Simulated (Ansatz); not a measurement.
The parent structure is Mo in the bcc (W type) structure (space group Im-3m, No. 229; relaxed with 0.1 eV smearing).

```yaml
crystal:
  lattice:
    - [-1.57562, 1.57562, 1.57562]
    - [1.57562, -1.57562, 1.57562]
    - [1.57562, 1.57562, -1.57562]
  atoms:
    - { symbol: Mo, position: [0.00000, 0.00000, 0.00000] }
```

Cartesian axes are those of the cell as printed.

The values are results of r2SCAN/PAW in Ansatz (a first-principles code), without spin-orbit coupling, earlier PAW set, not measurements.

Strains are applied to the cell and any free atomic positions relax; under biaxial strain the out-of-plane vector relaxes too.

One change was made to it. Results:

The energy goes up by 1.4 meV/atom; the pressure (mean of the normal stresses, compression positive) goes from zero to 2.1 GPa; the shortest interatomic distance decreases by 0.007 Å, from 2.729 Å to 2.722 Å.

Q: Which of these changes matches the shifts?
(A) biaxial strain −1.76 %, plane normal [111], relaxed out of plane
(B) uniaxial strain ε_xx = +1.06 %
(C) uniaxial strain ε_zz = +5.83 %
(D) tensor shear ε_xz = +0.68 %
(E) uniaxial strain ε_zz = −0.75 %

A: E, uniaxial strain ε_zz = −0.75 %. For comparison, the pressure in the other runs: uniaxial strain ε_xx = +1.06 % gives -2.8 GPa; uniaxial strain ε_zz = +5.83 % gives -13.3 GPa; biaxial strain −1.76 %, plane normal [111], relaxed out of plane gives 5.1 GPa; tensor shear ε_xz = +0.68 % gives 0.0 GPa.

Whether these cells are dynamically stable was not tested. All final runs are without spin polarisation.
